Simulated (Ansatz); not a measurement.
Base system: Ti in the hcp (Mg type) structure (space group P6_3/mmc, No. 194).

```cif
data_Ti2
_chemical_formula_sum 'Ti2'
_space_group_name_H-M_alt 'P 1'
_space_group_IT_number 1
_cell_length_a 2.93588
_cell_length_b 2.93588
_cell_length_c 4.63656
_cell_angle_alpha 90.000
_cell_angle_beta 90.000
_cell_angle_gamma 120.000
loop_
_space_group_symop_operation_xyz
  'x, y, z'
loop_
_atom_site_label
_atom_site_type_symbol
_atom_site_fract_x
_atom_site_fract_y
_atom_site_fract_z
_atom_site_occupancy
Ti1 Ti 0.33333 0.66667 0.75000 1
Ti2 Ti 0.66667 0.33333 0.25000 1
```

Method: r2SCAN (Ansatz, a first-principles code), without spin-orbit coupling.

One change was made to it. Results:

| quantity | base | after |
|---|---|---|
| c/a ratio | 1.579 | 1.773 |
| density | 4.59 g/cm³ | 16.26 g/cm³ |
| shortest interatomic distance | 2.872 Å | 2.887 Å |

Problem. Name the change that was made.
A) Ti → Hf
B) Ti → Cr
C) Ti → Ta

Solution. C, Ti → Ta. For comparison, the c/a ratio in the other runs: Ti → Cr gives 1.821; Ti → Hf gives 1.578.

Whether these cells are dynamically stable was not tested. For Ta in this form, whether it has been made was not checked. Seeded moments were not kept for Ti → Cr. The final runs are not spin-polarised. Real Cr is antiferromagnetic at low temperature and ambient pressure, an order that this cell doesn't hold. This is not the structure that Ta has at room temperature and ambient pressure. This is not the structure that Cr has at room temperature and ambient pressure.
